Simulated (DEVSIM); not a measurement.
System: abrupt Si n-p junction, at 350 K.

Layer 1 from the left is Si, thickness (μm) 0.220, Nd (cm⁻³) 1.3e18, τn (s) 1.7e-6, τp (s) 1.7e-6. Layer 2 from the left is Si, thickness (μm) 18.0, Na (cm⁻³) 2.6e14, τn (s) 1.7e-6, τp (s) 1.7e-6.

Left contact: ohmic. Right contact: ohmic. Voltage is applied to the left contact. Recombination: SRH at mid-gap, radiative. Mobility is μmin + (μ − μmin)/(1 + (N/Nref)^α).

Constants are typed, rounded textbook-type inputs, not results; the design itself was drawn at random and stands for no fabricated device. Values at 300 K; Nc and Nv go as T^1.5, mobilities as T to minus their exponent, the gap by Varshni's rule with the affinity fixed.

Si: gap (eV) 1.124, affinity (eV) 4.05, permittivity 11.7, Nc (cm⁻³) 2.86e19, Nv (cm⁻³) 3.1e19, μn (cm²/Vs) 1417, μp (cm²/Vs) 470, μn,min 52, μp,min 45, Nref,n 9.7e16, Nref,p 2.2e17, αn 0.68, αp 0.72, T exponent of μn 2.3, T exponent of μp 2.2, B (cm³/s) 4.7e-15, Varshni α (eV/K) 0.000473, Varshni β (K) 636.

Model (solved in DEVSIM): 1D drift-diffusion, Boltzmann statistics, complete ionisation; no tunnelling, impact ionisation, image-force lowering or self-heating.

Dark forward current:

| |V| (V) | |J| (A/cm²) |
|---|---|
| 0.05 | 7.575e-6 |
| 0.10 | 4.489e-5 |
| 0.15 | 0.0002345 |
| 0.20 | 0.001209 |
| 0.25 | 0.006225 |
| 0.30 | 0.03159 |
| 0.35 | 0.1507 |
| 0.40 | 0.6167 |
| 0.45 | 2.062 |
| 0.50 | 5.824 |
| 0.55 | 14.54 |
| 0.60 | 32.63 |
| 0.65 | 65.21 |
| 0.70 | 115.1 |
| 0.75 | 181.3 |
| 0.80 | 259.1 |
| 0.85 | 342.4 |
| 0.90 | 425.0 |
| 0.95 | 502.2 |
| 1.00 | 572.0 |
| 1.05 | 634.6 |
| 1.10 | 691.1 |
| 1.15 | 742.5 |
| 1.20 | 789.8 |
| 1.25 | 833.8 |
| 1.30 | 875.0 |

Work out the local ideality factor n = ΔV / (kT/q · ln(J2/J1)) between the rows 0.15 and 0.20 V, 1.25 and 1.30 V.

kT/q = 30.16 mV. From 0.15 to 0.20 V: ln(0.001209/0.0002345) = 1.640, n = 1.01, near the 1 of diffusion or emission over a barrier. From 1.25 to 1.30 V: ln(875.0/833.8) = 0.048, n = 34.37.

Estimate the current at 0.20 V from the Shockley equation with J0 = Σ q ni² D/(N L) coth(W/L), τ joining the SRH, radiative and Auger lifetimes that are on, and W taken as the whole layer.

ni² = 1.43e23 cm⁻⁶; holes in the n layer: μ = 98.0 cm²/Vs, D = 2.95 cm²/s, τ = 1.68e-6 s, L = 22.3 μm, W/L = 0.0099, term 2.36e-9 A/cm²; electrons in the p layer: μ = 977 cm²/Vs, D = 29.5 cm²/s, τ = 1.70e-6 s, L = 70.8 μm, W/L = 0.25, term 1.47e-6 A/cm². J0 = 1.47e-6 A/cm², and J = J0 exp(qV/kT) = 0.00112 A/cm². The simulation gives 0.00121 A/cm²; the estimate lies 7.5 % below. The estimate leaves out recombination in the depletion region and that region's share of W.
